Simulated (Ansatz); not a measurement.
**Computed paths: interstitial Mg in wurtzite AlN, charge state +2**

Consider interstitial Mg in wurtzite AlN, charge state +2. Level of theory: HSE06, atoms relaxed with HSE06 at the PBE lattice, PAW (plane waves to 420 eV; Ansatz, an electronic-structure program).

72-site cell at the relaxed PBE lattice, a 2×2×2 k-point mesh shifted by half a step along c, smearing 0.01 eV, spin-restricted, no finite-size correction. Energies are static. The charge state is imposed; whether it is stable for some Fermi level was not computed. Sites that were not tried may lie lower.

| Route | Start site over the lowest site run (eV) | Hop (Å) | Forward barrier (eV) | Backward barrier (eV) | Neighbours at the start | Neighbours at the saddle | Saddle order |
|---|---|---|---|---|---|---|---|
| one Mg atom jumps by itself | 0.00 | 2.55 | 1.43 | 1.43 | 2 Al at 2.39, Al at 2.43, 2 Al at 2.51; N at 1.94, 2 N at 2.15, 2 N at 2.23 Å | Al at 2.19; N at 1.85, N at 2.03 Å | not checked, on a symmetry element |
| several atoms move together, Mg the farthest | 0.00 | 2.48 | 2.88 | 2.85 | 2 Al at 2.39, Al at 2.43, 2 Al at 2.51; N at 1.94, 2 N at 2.15, 2 N at 2.23 Å | 3 Al at 2.19; 3 N at 1.87 Å | not checked, on a symmetry element |

Paths come from nudged elastic bands with a climbing image. Only some of the routes found with PBE were run again as HSE06 bands, so lower ones may be missing here.  A band can be held on a symmetry element, so unchecked saddle points there may be too high.
